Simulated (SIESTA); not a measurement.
Worked example: self-consistent single point of LuGa5Co (P4/mmm, 7 atoms in the cell) in SIESTA.

Method of the run: GGA PBEsol, numerical atomic orbitals DZP, PseudoDojo PBEsol standard norm-conserving potentials (rewritten from UPF to PSML) in SIESTA.

The change in words: lattice scaled by 0.98. Reference geometry:
```xyz
7
Lattice="4.2053 0.0000 0.0000 0.0000 4.2053 0.0000 0.0000 0.0000 6.7510" Properties=species:S:1:pos:R:3 pbc="T T T"
Lu     0.0000     0.0000     0.0000
Ga     0.0000     2.1027     2.0775
Ga     0.0000     2.1027     4.6735
Ga     2.1027     0.0000     2.0775
Ga     2.1027     0.0000     4.6735
Ga     2.1027     2.1027     0.0000
Co     0.0000     0.0000     3.3755
```

Reference input (self-consistent single point, DFT, GGA PBEsol, numerical atomic orbitals DZP, PseudoDojo PBEsol standard norm-conserving potentials (rewritten from UPF to PSML)): XC.functional = GGA; XC.authors = PBEsol; potentials = PseudoDojo PBEsol standard; PAO.BasisSize = DZP; PAO.EnergyShift = 0.005 Ry; MeshCutoff = 400 Ry; kgrid.MonkhorstPack = 5 5 3; OccupationFunction = FD; ElectronicTemperature = 100 meV; MaxSCFIterations = 150; SCF.Mixer.Method = Pulay; SCF.Mixer.Weight = 0.2. This run's input differs from it in these lines:

```diff
@@ -13,5 +13,5 @@
 %block LatticeVectors
-     4.205300000    0.000000000    0.000000000
-     0.000000000    4.205300000    0.000000000
-     0.000000000    0.000000000    6.751000000
+     4.121194000    0.000000000    0.000000000
+     0.000000000    4.121194000    0.000000000
+     0.000000000    0.000000000    6.615980000
 %endblock LatticeVectors
@@ -20,8 +20,8 @@
      0.000000000    0.000000000    0.000000000  1
-     0.000000000    3.973432636    3.925878113  2
-     0.000000000    3.973432636    8.831662955  2
-     3.973432636    0.000000000    3.925878113  2
-     3.973432636    0.000000000    8.831662955  2
-     3.973432636    3.973432636    0.000000000  2
-     0.000000000    0.000000000    6.378770534  3
+     0.000000000    3.893963983    3.847360550  2
+     0.000000000    3.893963983    8.655029696  2
+     3.893963983    0.000000000    3.847360550  2
+     3.893963983    0.000000000    8.655029696  2
+     3.893963983    3.893963983    0.000000000  2
+     0.000000000    0.000000000    6.251195123  3
 %endblock AtomicCoordinatesAndAtomicSpecies
```

Log, with long lists cut:

```
        iscf     Eharris(eV)        E_KS(eV)     FreeEng(eV)     dDmax    Ef(eV) dHmax(eV)
   scf:    1   -21213.338096   -21249.304229   -21249.380510  2.208281 -4.568004  9.855019
   scf:    2   -21240.116874   -21248.759423   -21248.846889  0.407382 -5.003150 11.395901
   scf:    3   -21252.556062   -21252.024698   -21252.107620  0.096964 -4.835688  2.415254
   scf:    4   -21252.568654   -21252.334432   -21252.417615  0.268360 -4.878382  1.385646
   scf:    5   -21252.497717   -21252.453483   -21252.536124  0.234983 -4.962923  0.477682
   [... 3 lines left out ...]
   scf:    9   -21252.461861   -21252.461837   -21252.545403  0.001862 -4.964000  0.011453
   scf:   10   -21252.461870   -21252.461858   -21252.545412  0.001275 -4.964055  0.007867
   scf:   11   -21252.461860   -21252.461860   -21252.545413  0.000158 -4.963979  0.002941
   scf:   12   -21252.461862   -21252.461862   -21252.545413  0.000094 -4.964013  0.000126
SCF Convergence by DM+H criterion
max |DM_out - DM_in|         :     0.0000938589
max |H_out - H_in|      (eV) :     0.0001260205
SCF cycle converged after 12 iterations

Using DM_out to compute the final energy and forces

siesta: E_KS(eV) =           -21252.4619

siesta: E_KS - E_eggbox =    -21252.4619

siesta: Atomic forces (eV/Ang):
     1    0.000000    0.000000   -0.000000
     2   -0.000000   -0.000000   -0.278159
     3   -0.000000   -0.000000    0.278159
     4   -0.000000   -0.000000   -0.278160
     5   -0.000000   -0.000000    0.278160
     6    0.000000    0.000000    0.000000
     7   -0.000000   -0.000000   -0.000000
   Tot   -0.000000   -0.000000    0.000000
   Max    0.278160
   Res    0.121399    sqrt( Sum f_i^2 / 3N )
   Max    0.278160    constrained

   [... lines left out ...]
siesta: FreeEng =    -21252.545413
siesta: Cell volume =        112.367392 Ang**3
siesta:          15.55446683          8.82766877  kBar
   [... lines left out ...]

             -0.254  -0.162  -0.175

mulliken: Qtot =      107.000

Mulliken Atomic Populations:
Atom #   charge [q] valence [e]  Species
     1     0.904636   24.095364  Lu
     2    -0.353324   13.353324  Ga
     3    -0.353324   13.353324  Ga
     4    -0.353324   13.353324  Ga
     5    -0.353324   13.353324  Ga
     6    -0.273554   13.273554  Ga
     7     0.782214   16.217786  Co
 Total    -0.000000
```

The run converged in 12 iterations. Against the reference run the free energy goes down by 12.4 meV/atom, the pressure goes from -4.65 to 1.56 GPa and the largest force goes from 0.165 to 0.278 eV/Å.

The starting cell comes from a database of computed structures (which also holds hypothetical and non-ambient phases and stackings), without a prior relaxation at this level. For this run, on top of that: lattice scaled by 0.98. Spin polarisation is off. Values carry the incompleteness of an atom-centred basis.

Cost on one core of a shared machine: roughly 2 min.
